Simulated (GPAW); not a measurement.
A working GPAW input for Cu₃Pd (Pm-3m, 4 atoms in the cell) (DFT PBEsol, plane waves, GPAW PAW datasets PBEsol (made by gpaw-setup)):

```python
from ase import Atoms
from ase.units import GPa
from gpaw import GPAW, PW, FermiDirac

atoms = Atoms(['Pd', 'Cu', 'Cu', 'Cu'],
              cell=[[3.722000, 0.000000, 0.000000],
                    [0.000000, 3.722000, 0.000000],
                    [0.000000, 0.000000, 3.722000]],
              scaled_positions=[[0.000000, 0.000000, 0.000000],
                                [0.000000, 0.500000, 0.500000],
                                [0.500000, 0.000000, 0.500000],
                                [0.500000, 0.500000, 0.000000]],
              pbc=True)

calc = GPAW(mode=PW(800),
            xc='PBEsol',
            kpts=(11, 11, 11),
            occupations=FermiDirac(0.1),
            nbands=-10,
            convergence={'forces': 0.001},
            symmetry={'symmorphic': False, 'tolerance': 0.0005},
            maxiter=100)

atoms.calc = calc

energy = atoms.get_potential_energy()
print('Energy (eV):', round(energy, 6))
forces = atoms.get_forces()
print('Forces (eV/Ang):')
print(forces.round(5))
stress = atoms.get_stress()
print('Stress (GPa, Voigt):', (stress / GPa).round(4))
```

The run converged in 20 iterations: free energy E − TS (from the program's reference atoms) -17.7460 eV; Fermi level (on the code's own zero) 7.77 eV; pressure -7.57 GPa. Each of these slips is then made, one at a time:

(1)
```diff
-              cell=[[3.722000, 0.000000, 0.000000],
-                    [0.000000, 3.722000, 0.000000],
-                    [0.000000, 0.000000, 3.722000]],
+              cell=[[1.969598, 0.000000, 0.000000],
+                    [0.000000, 1.969598, 0.000000],
+                    [0.000000, 0.000000, 1.969598]],
-            maxiter=100)
+            maxiter=60)
```

(2)
```diff
-                                [0.500000, 0.000000, 0.500000],
-                                [0.500000, 0.500000, 0.000000]],
+                                [0.500000, 0.000000, 0.500000]],
```

### Question
Predict the outcome of each change.

### Answer

(1) Cell lengths in the wrong unit (bohr against Å). The run converged in 33 iterations without an error; against the sound input the free energy rises by 131 eV/atom and the pressure goes from -7.57 to 17970 GPa.

(2) An atom count that does not match the list of atoms. The program stopped before any SCF iteration, with the message: ValueError: Array "positions" has wrong length: 3 != 4..

The starting cell comes from a database of published, mostly measured structures (it also holds non-ambient and calculated ones), without a prior relaxation at this level. Spin polarisation is off. In the base run, with a pressure of about -8 GPa the cell is away from its equilibrium volume at this level.

Left out of this page: 4 runs of the series outside the window shown, repeating another row's setting, or not comparable.
